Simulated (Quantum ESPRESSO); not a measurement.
Quantum ESPRESSO run on H2Pb3O4 (P-42_1c, 36 atoms in the cell): self-consistent single point.

Method of the run: PBEsol, GBRV 1.5 ultrasoft (PBESOL) pseudopotentials (plane waves; Quantum ESPRESSO).

The change in words: lattice scaled by 1.03. Reference geometry:
```
H2Pb3O4
1.0
    8.23945     0.00000     0.00000
    0.00000     8.23945     0.00000
    0.00000     0.00000     9.42477
H Pb O
8 12 16
Cartesian
  5.46754   6.79796   6.99299
  6.79796   2.77192   2.43178
  2.77192   1.44149   6.99299
  1.44149   5.46754   2.43178
  1.34781   5.56122   7.14417
  2.67823   1.34781   2.28061
  6.89164   2.67823   7.14417
  5.56122   6.89164   2.28061
  4.11973   4.11973   7.35217
  4.11973   4.11973   2.07260
  0.00000   0.00000   6.78499
  0.00000   0.00000   2.63978
  6.59593   5.13755   4.73218
  5.13755   1.64352   4.69259
  1.64352   3.10191   4.73218
  3.10191   6.59593   4.69259
  2.47620   7.22164   9.40498
  1.01782   2.47620   0.01979
  5.76325   1.01782   9.40498
  7.22164   5.76325   0.01979
  6.65221   7.56415   8.23131
  7.56415   1.58725   1.19346
  1.58725   0.67531   8.23131
  0.67531   6.65221   1.19346
  2.53248   4.79503   5.90585
  3.44442   2.53248   3.51893
  5.70698   3.44442   5.90585
  4.79503   5.70698   3.51893
  2.08401   0.89901   1.61541
  0.89901   6.15545   7.80937
  6.15545   7.34045   1.61541
  7.34045   2.08401   7.80937
  6.20373   3.22072   3.09698
  5.01873   6.20373   6.32779
  2.03572   5.01873   3.09698
  3.22072   2.03572   6.32779
```

Reference input (self-consistent single point, DFT, PBEsol, plane waves, GBRV 1.5 ultrasoft (PBESOL) pseudopotentials): ecutwfc = 40 Ry; ecutrho = 200 Ry; occupations = smearing; smearing = gaussian; degauss = 0.00147 Ry; potentials = {H: h_pbesol_v1.4.uspp.F.UPF, Pb: pb_pbesol_v1.uspp.F.UPF, O: o_pbesol_v1.2.uspp.F.UPF}; K_POINTS = automatic 2 2 2 1 1 1; conv_thr = 1e-11 Ry; mixing_beta = 0.3. This run's input differs from it in these lines:

```diff
@@ -10,4 +10,4 @@
     ibrav = 6,
-    celldm(1) = 15.570313366,
-    celldm(3) = 1.14385890814,
+    celldm(1) = 16.037423429,
+    celldm(3) = 1.14385883505,
     nat = 36,
```

Output, abridged:

```
     Self-consistent Calculation

     iteration #  1     ecut=    40.00 Ry     beta= 0.30

     negative rho (up, down):  1.816E-01 0.000E+00

     total energy              =   -2489.76697038 Ry
     estimated scf accuracy    <      10.48912555 Ry

     iteration #  2     ecut=    40.00 Ry     beta= 0.30

     negative rho (up, down):  1.823E-01 0.000E+00

     total energy              =   -2491.85465195 Ry
     estimated scf accuracy    <       0.71695342 Ry

     iteration #  3     ecut=    40.00 Ry     beta= 0.30

     negative rho (up, down):  1.819E-01 0.000E+00

     total energy              =   -2491.90343150 Ry
     estimated scf accuracy    <       0.16811496 Ry

   [... 13 blocks of this kind left out ...]

     iteration # 17     ecut=    40.00 Ry     beta= 0.30

     negative rho (up, down):  1.831E-01 0.000E+00

     total energy              =   -2491.90133807 Ry
     estimated scf accuracy    <          4.1E-11 Ry

     iteration # 18     ecut=    40.00 Ry     beta= 0.30

     negative rho (up, down):  1.831E-01 0.000E+00
     End of self-consistent calculation

   [... 18 lines left out ...]

     the Fermi energy is     4.7750 ev

!    total energy              =   -2491.90133807 Ry
     estimated scf accuracy    <          3.5E-12 Ry
     smearing contrib. (-TS)   =      -0.00000000 Ry
     internal energy E=F+TS    =   -2491.90133807 Ry

     convergence has been achieved in  18 iterations

     negative rho (up, down):  1.831E-01 0.000E+00

     Forces acting on atoms (cartesian axes, Ry/au):

     atom    1 type  1   force =    -0.01172093   -0.02044526   -0.02089007
     atom    2 type  1   force =    -0.02044526    0.01172093    0.02089007
     atom    3 type  1   force =     0.01172093    0.02044526   -0.02089007
     atom    4 type  1   force =     0.02044526   -0.01172093    0.02089007
   [... lines left out ...]
     Total force =     0.262567     Total SCF correction =     0.000009
   [... lines left out ...]

     negative rho (up, down):  1.831E-01 0.000E+00
          total   stress  (Ry/bohr**3)                   (kbar)     P=      -76.56
  -0.00051067   0.00000000   0.00000000          -75.12        0.00        0.00
   0.00000000  -0.00051067   0.00000000            0.00      -75.12        0.00
   0.00000000   0.00000000  -0.00054001            0.00        0.00      -79.44

   JOB DONE.
```

The run converged in 18 iterations. Against the reference run the free energy rises by 56.8 meV/atom, the pressure goes from -3.07 to -7.66 GPa, the largest force goes from 0.743 to 1.810 eV/Å and the gap on the mesh goes from 2.983 to 2.833 eV.

The starting cell comes from a database of computed structures (which also holds hypothetical and non-ambient phases and stackings), without a prior relaxation at this level. Its lattice was rescaled by a random factor within 2.5 % of one. For this run, on top of that: lattice scaled by 1.03. Spin-orbit coupling is off. Forces in this geometry exceed 1 eV/Å. The shifted mesh does not hold Γ, so a gap read on it misses any band edge there.

Cost on one core of a shared machine: roughly 5 min.
